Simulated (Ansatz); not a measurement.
Consider these faces of rhombohedral As, relaxed from ideal cuts in 1x1 cells: (0001), (10-10), (10-11), (10-12), (11-20).

Computed with PBE with D3(BJ) dispersion (plane waves to 420 eV, PAW; Ansatz, a first-principles code).

Q: Rank these by surface energy (lowest first), as PBE with D3(BJ) dispersion gives it.

A: (0001) (0.43 J/m²), (10-11) (0.72 J/m²), (10-12) (0.76 J/m²), (11-20) (0.85 J/m²), (10-10) (0.94 J/m²)
